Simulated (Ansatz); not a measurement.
An ideal cubic perovskite cell is held by its symmetry; such compounds can tilt or shift off centre at room temperature.

```
CELL_PARAMETERS angstrom
      4.00768     0.00000     0.00000
      0.00000     4.00768     0.00000
      0.00000     0.00000     4.00768
ATOMIC_POSITIONS crystal
  Ba 0.50000 0.50000 0.50000
  Ti 0.00000 0.00000 0.00000
  O  0.50000 0.00000 0.00000
  O  0.00000 0.50000 0.00000
  O  0.00000 0.00000 0.50000
```

Space group of this cell: Pm-3m, cubic perovskite. The cell is taken as given; by r2SCAN its mean pressure is -1.8 GPa.

The numbers are results of r2SCAN (plane waves, PAW; Ansatz, an electronic-structure program), not measurements.

The current runs along the normal of the first two printed vectors; no spin-orbit coupling. Scaled by the factor s: the length along the current (ions clamped). Meshes 8×8×8 and 8×8 across the current in all rows.

| s | mean pressure (GPa) | band gap (eV) |
|---|---|---|
| 0.97 | 4.1 | ? |
| 1.00 | -1.8 | 2.15 |
| 1.03 | -6.4 | 2.02 |

### Question
Take the slope of the band gap against ln s from the two given rows, extrapolate to s = 0.97, and say what the run there gives.

### Answer
Slope = (2.02 − 2.15) / ln 1.03 = -4.40 eV. The line gives 2.15 + (-4.40) × ln 0.97 = 2.28 eV. The run gives 2.16 eV, 0.12 eV under the line, 93 % of the predicted step.
